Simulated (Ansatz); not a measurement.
The reference is InSe in the beta-GaS type structure (space group P6_3/mmc, No. 194; a = 4.0321 Å, c = 16.7641 Å; layered, stacked along the Cartesian z axis). Axes: x lies along a and z along c of the hexagonal cell.

Level of theory: DFT with PBE-D3(BJ), PAW potentials and a 420 eV plane-wave cutoff in Ansatz (a first-principles code), spin-orbit coupling left out.

The change: the cell is stretched by 5.53 % along z with no lateral relaxation, atoms relaxed at fixed cell.

Question: Predict the stress tensor and what it implies for the stiffness.

Answer: Stress of the strained cell less that of the base (GPa, compression positive):
```
  -0.38    0.00    0.00
   0.00   -0.38    0.00
   0.00    0.00   -1.18
```

Then −Δσ_ii/ε with ε = 0.0553 gives secant stiffness values (nonlinear terms included at this strain): C33 ≈ 21 GPa, C13 ≈ 6.9 GPa and C23 ≈ 6.9 GPa.

As a check, the harmonic strain energy −½ V₀ Δσ:ε is 6.0 meV/atom; the computed energy rise is 7.3 meV/atom.

Stability against distortions was not tested.
